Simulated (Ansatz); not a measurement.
Functionals compared on O on the (0001) surface of wurtzite GaN (2x2 Ga adatom at T4; a constructed slab, bottom: 3 H on 4 bottom sites), one in a cell of 36 Å², started at the site 'over Ga at depth 1.7 Å #2', in Ansatz (plane waves, PAW). The structure was relaxed with PBE; the other rows are single points on it, each with its references at the same level. Cutoff 420 eV (500 eV for r2SCAN). The points keep PBE's geometry, so the relaxation of a polaron and the settling of charge on one site are left out.

Host crystal: wurtzite GaN, with a band gap (PBE, scalar-relativistic without spin-orbit coupling).

Set-up: 45 atoms, 13.9 Å thick at the start with caps and adatoms under the adsorbate (thin: gaps and levels are the slab's own); mesh 4x4x1; 0.01 eV smearing; dipole correction on; 23 atoms held, the rest relaxed; no symmetry held; spin-polarised, no spin-orbit, no U, no dispersion correction. Its gap by band count is narrow, 0.06 eV on this mesh, and the smearing reaches across it. The starting moment vanished. At the end it is bonded to 2 Ga. In PBE it is, or lies within 0.03 eV of, the lowest of the starts that converged. These notes are the PBE run's. r2SCAN: The program's check for a lower electronic state was not made. Adsorption energies are against ½ O2(g). A negative adsorption energy means that the adsorbate is more stable on the surface than in its reference.

```tsv
functional	adsorption energy (eV)
PBE	-3.02
RPBE	-2.84
r2SCAN	(withheld)
```

Task: Some entries are withheld; supply them.

Result: 
- r2SCAN, adsorption energy (eV): -3.27

Ansatz is a first-principles code.
